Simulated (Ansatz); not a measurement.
System: ScPt3C (model structure, started from the Ni3MgC type, Pm-3m, No. 221, 5 atoms in the cell). Method: PBEsol (plane waves, PAW; Ansatz, an electronic-structure program).

Settings: plane-wave cutoff 520 eV, 14×14×14 k mesh, Fermi–Dirac smearing 0.05 eV, scalar-relativistic PAW data made under PBE.

Cell (relaxed at this level):

```
Pt3ScC
1.0
    4.18913     0.00000     0.00000
    0.00000     4.18913     0.00000
    0.00000     0.00000     4.18913
Sc Pt C
1 3 1
Direct
  0.00000   0.00000   0.00000
  0.00000   0.50000   0.50000
  0.50000   0.00000   0.50000
  0.50000   0.50000   0.00000
  0.50000   0.50000   0.50000
```

Estimate the bulk modulus that the calculation returns.


- bulk modulus = 219 GPa

The run finds no gap.

Note: the bulk modulus is −V dP/dV from two relaxed cells at ±2 % in volume; the relaxation could raise the start's symmetry but not lower it, so the cell can be a saddle point.

Spin–orbit coupling is not included; it can open a gap where bands touch, and shift volumes and moduli.

A model structure was made by putting elements into a prototype or built by hand; it is no filed structure, need not be a known phase, and can be a saddle point held by its symmetry.
